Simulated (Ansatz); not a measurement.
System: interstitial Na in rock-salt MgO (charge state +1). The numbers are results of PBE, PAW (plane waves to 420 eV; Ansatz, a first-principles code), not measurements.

64-site cell at the relaxed PBE lattice, the Γ point alone, smearing 0.01 eV, spin-restricted, no finite-size correction. No zero-point or tunnelling terms. The charge state is imposed; whether it is stable for some Fermi level was not computed. Sites that were not tried may lie lower.

Barriers: single points on a 2×2×2 k-point mesh shifted by half a step at the bands' geometries.

The step: a concerted move, in which Na travels most; the atom moves 2.11 Å along (0.00, 0.00, -0.50) of the unit cell; the moving atom starts with neighbours 4 Mg at 2.20; 4 O at 1.98 Å and ends with 4 Mg at 2.20; 4 O at 1.98 Å.

Problem. What migration barrier of this step does PBE, PAW give?

Solution. 0.59 eV, the same both ways. At the saddle the moving atom has neighbours Mg at 2.06, Mg at 2.07; 2 O at 1.89, O at 2.46 Å. The saddle point's order was not checked, and it lies on a symmetry element of the cell, where a band can be held.
